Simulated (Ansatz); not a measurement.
The starting structures come from a database of crystals and need not be the phases stable at ambient conditions.

 Where the default PAW files enter, the runs use the earlier of Ansatz's two default sets.

Consider the following.

```yaml
crystal:
  lattice:
    - [5.02071, 0.00000, 0.00000]
    - [0.00000, 7.37816, 0.00000]
    - [2.51036, 3.68908, 2.51036]
  atoms:
    - { symbol: Al, position: [0.00000, 0.00000, 0.00000] }
    - { symbol: P, position: [0.50000, 0.75000, 0.00000] }
    - { symbol: O, position: [0.17507, 0.40189, 0.46106] }
    - { symbol: O, position: [0.63613, 0.77318, 0.18880] }
    - { symbol: O, position: [0.82493, 0.86295, 0.53894] }
    - { symbol: O, position: [0.36387, 0.96198, 0.81120] }
```

Space group of this cell: I-4. The cell is taken as given; by PBEsol its mean pressure is 3.0 GPa.

Transport runs along the normal of the first two printed cell vectors, the (100) plane of the conventional cell.

No gap correction and no spin-orbit coupling; mid-gap values are interpolated between computed energies.

**Question.** Give the band gap and the smallest decay constant κ at mid-gap that PBEsol (Ansatz, a first-principles code) yields.

**Answer.** Gap 5.84 eV on a 12×12×12 mesh; κ = 0.533 1/Å, at the zone centre.
